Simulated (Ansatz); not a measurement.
The reference is Cu$_{3}$N (space group Pm-3m, No. 221).

```cif
data_Cu3N
_chemical_formula_sum 'N1 Cu3'
_space_group_name_H-M_alt 'Pm-3m'
_space_group_IT_number 221
_space_group_name_Hall '-P 4 2 3'
_cell_length_a 3.82697
_cell_length_b 3.82697
_cell_length_c 3.82697
_cell_angle_alpha 90.000
_cell_angle_beta 90.000
_cell_angle_gamma 90.000
loop_
_atom_site_label
_atom_site_type_symbol
_atom_site_symmetry_multiplicity
_atom_site_Wyckoff_symbol
_atom_site_fract_x
_atom_site_fract_y
_atom_site_fract_z
_atom_site_occupancy
N1 N 1 a 0.00000 0.00000 0.00000 1
Cu1 Cu 3 d 0.00000 0.00000 0.50000 1
```

The values are results of plane-wave PAW DFT at the PBE level (Ansatz, a program for electronic structure, 420 eV), no spin-orbit coupling, not measurements.

Before the change:

| Property | Value |
|---|---|
| Pressure | -0.01 GPa |
| Valley order | M along ⟨110⟩ 0.22 eV; Γ 0.97 eV; X along ⟨100⟩ 1.52 eV |

Perturbation: every lattice vector is stretched by 1.54 %, atoms relaxed at fixed cell.

Q: Predict the new pressure, energy relative to the base and valley order.

A: The pressure decreases by 4.78 GPa (-0.01 GPa → -4.79 GPa); the energy rises by 10 meV/atom; the valley order (the lowest conduction-band minima on the path, energy above the VBM, named in the base's zone) goes from M along ⟨110⟩ 0.22 eV; Γ 0.97 eV; X along ⟨100⟩ 1.52 eV to M along ⟨110⟩ 0.37 eV; Γ 0.85 eV; X along ⟨100⟩ 1.40 eV.

The levels and masses belong to the bands next to the band gap. The cells carry an imposed strain or load. Whether these cells are dynamically stable was not tested. The final runs are not spin-polarised.
